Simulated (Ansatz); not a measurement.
Worked example: relaxation of the atoms of Ge (Imma, 2 atoms in the cell) in Ansatz (a program for electronic structure).

Level of theory: LDA (PW92), default PAW files made with PBE (plane waves; Ansatz).

The change in words: one atom moved by 0.15 angstrom; relax: default → atoms; relax.f_tol: default → 0.05 eV/Å. Reference geometry:
```yaml
crystal:
  lattice:
    - [-2.56677, 2.56677, 1.39322]
    - [2.56677, -2.56677, 1.39322]
    - [2.56677, 2.56677, -1.39322]
  atoms:
    - { symbol: Ge, position: [0.25000, 0.75000, 0.50000] }
    - { symbol: Ge, position: [0.50000, 0.50000, 0.00000] }
```

Reference input (self-consistent single point, DFT, LDA (PW92), plane waves, default PAW files made with PBE): basis.ecutwfc = 420 eV; kpoints.mp_grid.grid = 13 13 13; hamiltonian.xc = lda; hamiltonian.pseudopotentials = {kind: paw} (the program's default PAW files); scf.occupations.method = fermi_dirac; scf.occupations.width = 0.1 eV. This run's input differs from it in these lines:

```diff
@@ -7,3 +7,3 @@
   atoms:
-    - { symbol: Ge, position: [0.250000, 0.750000, 0.500000] }
+    - { symbol: Ge, position: [0.303832, 0.803832, 0.500000] }
     - { symbol: Ge, position: [0.500000, 0.500000, 0.000000] }
@@ -18,2 +18,4 @@
   occupations: { method: fermi_dirac, width: 0.1 eV }
+relax:
+  f_tol: 0.05
 output:
```

Output, abridged:

```
   [... SCF lines of the steps left out ...]
relax step   1: F+E_penalty+E_count = -8431.08057973 eV  Δ(F+E_penalty+E_count) = +0.000e0 eV  max|allowed force component| = 8.753e-2 eV/Å  Δτ_max = 0.0000 Å  (6 SCF iters, dr2 threshold 6.25e-5 eV, accepted)
relax step   2: F+E_penalty+E_count = -8431.08417495 eV  Δ(F+E_penalty+E_count) = -3.595e-3 eV  max|allowed force component| = 6.109e-2 eV/Å  Δτ_max = 0.0241 Å  (5 SCF iters, accepted)
relax step   3: F+E_penalty+E_count = -8431.08730483 eV  Δ(F+E_penalty+E_count) = -3.130e-3 eV  max|allowed force component| = 4.306e-3 eV/Å  Δτ_max = 0.0474 Å  (5 SCF iters, accepted)
the relaxation is at rest under the 8 symmetry operations that the run kept from its start: a minimum is not shown …
Stability not checked: this state was not tested for a lower state beside it, because too few of the mixer's solves of this state at the end of the SCF gave a …
Free energy (F): -8431.087305 eV
Internal energy: -8431.063568 eV  (E = F + TS)
E sigma→0 (E₀):  -8431.075436 eV
Entropy (-TS):   -0.023737 eV (-11.868 meV/atom)
Fermi energy:    10.945396 eV
--- Forces (eV/Å), atoms counted from 1 ---
  atom   1  Ge     0.00000000     0.00000000    -0.00430608
   [... lines left out ...]
--- Relaxed structure (3 steps of the walk, 3 accepted, 0 SCFs on fresh bases) ---
  F+E_penalty+E_count = -8431.08730483 eV   max|allowed force component| = 4.306e-3 eV/Å
  atoms:
    - { symbol: Ge, position: [0.27816719607387325, 0.7781671960738732, 0.5] }
    - { symbol: Ge, position: [0.5256648039261269, 0.5256648039261269, 0.0] }
```

The run converged.  The full log also holds: “iter 5 did not close the SCF: its close was put off for the readings that it lacked (scf_convergence_deferred on its scf_iter line)”.

Summary of the result:
- Free energy E − TS (on the zero of these files) = -8431.0873 eV
- Fermi level (on the code's own zero) = 10.95 eV
- Pressure = -1.94 GPa
- Largest force (vector length) = 0.004 eV/Å
- Relaxation steps = 3

The starting cell comes from a database of computed structures (which also holds hypothetical and non-ambient phases and stackings), without a prior relaxation at this level. Its lattice was rescaled by up to half a per cent. For this run, on top of that: one atom moved by 0.15 angstrom. The relaxation keeps the symmetry of its start, so its end need not be a minimum. Ansatz's pressure includes its estimate of the finite-basis (Pulay) stress.

Cost on one core of a shared machine: roughly 30 s.

Keys are those of Ansatz 0.2.
